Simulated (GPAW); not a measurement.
## Convergence study of the k-point mesh for ZnSe (R3m, 2 atoms in the cell)

```yaml
crystal:
  lattice:
    - [0.00000, 2.82083, 2.82083]
    - [2.82083, 0.00000, 2.82083]
    - [2.82083, 2.82083, 0.00000]
  atoms:
    - { symbol: Zn, position: [0.00512, 0.00512, 0.00512] }
    - { symbol: Se, position: [0.25000, 0.25000, 0.25000] }
```

Method: LDA (Perdew-Wang 92), GPAW PAW datasets LDA (gpaw-data 1.0.1) (plane waves; GPAW).

Base settings: mode = pw; ecut = 850 eV; xc = LDA; kpts = 3 3 3; mesh shift (steps) = 0 0 0; occupations.name = fermi-dirac; occupations.width = 0.01 eV; nbands = -8; convergence.bands = -6; symmetry.symmorphic = false.

The second cell is the first with its lattice scaled by 0.98.

Only quantities that move along the ladder and can be compared are tabulated.

The count of work is k-points × plane waves × bands × iterations; it is no time. Core times come from one kind of shared machine, to one figure; runs under 30 s give none.

The starting cell has typed, rounded lattice constants, without a prior relaxation at this level. Its lattice was rescaled by up to half a per cent. One atom was moved a little off its site on purpose.

```csv
kpts,free energy less the last step's (meV/atom),energy of the compressed cell less the first (meV/atom),pressure (GPa),gap on the mesh (eV),count of work / last,core time / last (rough)
2 2 2,789.27,45.95,3.20,0.864,0.0085,–
3 3 3,154.68,5.60,-1.38,1.006,0.011,–
4 4 4,38.26,-3.38,-2.41,1.047,0.028,0.06
5 5 5,11.05,-5.73,-2.68,1.060,0.043,0.06
6 6 6,3.60,-6.37,-2.73,1.065,0.055,0.1
7 7 7,1.30,-6.55,-2.76,1.067,0.093,0.08
8 8 8,0.51,-6.59,-2.77,1.067,0.12,0.1
9 9 9,0.22,-6.60,-2.75,1.067,0.15,0.2
11 11 11,0.05,-6.60,-2.75,1.068,0.31,0.4
12 12 12,0.02,-6.60,-2.78,1.068,0.40,0.5
14 14 14,0.01,-6.60,-2.73,1.068,0.53,0.7
18 18 18,0.00,-6.60,-2.74,1.068,1.0,1
```

Coarsest kpts that holds the pressure within 0.05 GPa of the last step, with all finer ones: 6 6 6, at 0.055 of the last step's count of work and about 0.1 of the last step's time; the step before is off by 0.07 GPa.

Coarsest kpts that holds the energy of the compressed cell less the first within 0.5 meV/atom of the last step, with all finer ones: 6 6 6, at 0.055 of the last step's count of work and about 0.1 of the last step's time; the step before is off by 0.86 meV/atom.

The energy difference between the two cells stays within 1 meV/atom of the last step's from 5 5 5 on, the total only from 8 8 8 on: much of the error is common to both cells and cancels.
